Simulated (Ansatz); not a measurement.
PbS: pressure series

The parent structure is PbS in the rock salt structure (space group Fm-3m, No. 225).

```yaml
crystal:
  lattice:
    - [0.00000, 3.00445, 3.00445]
    - [3.00445, 0.00000, 3.00445]
    - [3.00445, 3.00445, 0.00000]
  atoms:
    - { symbol: S, position: [0.00000, 0.00000, 0.00000] }
    - { symbol: Pb, position: [0.50000, 0.50000, 0.50000] }
```

Cell and atoms are relaxed at each pressure.

The values are results of PBE in Ansatz (plane waves to 420 eV, PAW, without spin-orbit coupling), not measurements.

Two rows of this table had their results exchanged by mistake.

```csv
pressure,volume per atom (Å³),shortest distance (Å),band gap
pressure −2 GPa,28.27,3.046,0.62 eV
pressure −1 GPa,27.67,3.025,0.56 eV
pressure 1.8 GPa,18.49,2.644,zero
pressure 9 GPa,23.82,2.877,zero
pressure 18 GPa,21.84,2.795,zero
pressure 45 GPa,26.27,2.973,0.38 eV
pressure 60 GPa,17.32,2.587,zero
```

Task: Which two?

Result: The rows for pressure 1.8 GPa and pressure 45 GPa: the volume has to fall steadily with pressure, so 26.27 Å³ belongs to pressure 1.8 GPa and 18.49 Å³ to pressure 45 GPa.

A case with no gap was solved on a k-mesh chosen for an insulator, which is coarse for it. With Pb present, leaving out spin-orbit coupling can change the band edges. Load acts through the strain it causes; cell and atoms are relaxed under it. Whether these cells are dynamically stable was not tested. Competing high-pressure phases were not computed. The final runs are not spin-polarised. Gaps under 0.05 eV, about the width of the smearing, are given as zero. The zero or small gap of PbS under pressure 9 GPa, PbS under pressure 18 GPa, PbS under pressure 45 GPa and PbS under pressure 60 GPa can change with the level of theory.

Ansatz is a first-principles code.
